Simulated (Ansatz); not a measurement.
Cells marked so need not be the phases stable at ambient conditions, and some may be hypothetical.

By PBEsol, each system below comes out a metal.

G/A = (e²/h) × open channels of both spins per area, as a mean over 0.1 eV about the Fermi level, without spin-orbit coupling, for the cells as given.

A. CuAu3 (Pm-3m, Cu3Au type, not sure to be the ambient phase, 4 atoms a cell, 16.2 Å³ an atom, -5 GPa at this level), current normal to (111)
B. HfRh₃ (Pm-3m, Cu3Au type, not sure to be the ambient phase, 4 atoms a cell, 15.0 Å³ an atom, -4 GPa at this level), current normal to (110)
C. Ti2GeC (P6_3/mmc, not sure to be the ambient phase, 8 atoms a cell, 13.3 Å³ an atom, -4 GPa at this level), current normal to (001)
D. ScIr₃ (Pm-3m, Cu3Au type, not sure to be the ambient phase, 4 atoms a cell, 15.1 Å³ an atom, -6 GPa at this level), current normal to (111)

### Question
Order them by ballistic conductance per area (lowest first) at the level PBEsol run with Ansatz (a first-principles code).

### Answer
C (0.48 × 10¹⁵ S/m²), A (0.69 × 10¹⁵ S/m²), B (1.0 × 10¹⁵ S/m²), D (1.2 × 10¹⁵ S/m²)
